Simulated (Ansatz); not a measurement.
Consider the following.

```yaml
crystal:
  lattice:
    - [3.86997, 0.00000, 0.00000]
    - [0.00000, 3.86997, 0.00000]
    - [1.93499, 1.93499, 2.73649]
  atoms:
    - { symbol: Al, position: [0.00000, 0.00000, 0.00000] }
    - { symbol: P, position: [0.25000, 0.75000, 0.50000] }
```

The cell is taken as given.

Transport runs along the normal of the first two printed cell vectors, the (001) plane of the conventional cell.

The gap is the functional's own. No spin-orbit coupling. Mid-gap values are those at the computed energy nearest the middle.

Question: Estimate the band gap and the smallest decay constant κ at mid-gap that PBEsol (Ansatz, a first-principles code) returns for this system.

Answer: Gap 1.46 eV on a 12×12×12 mesh; κ = 0.169 1/Å, at the zone centre.
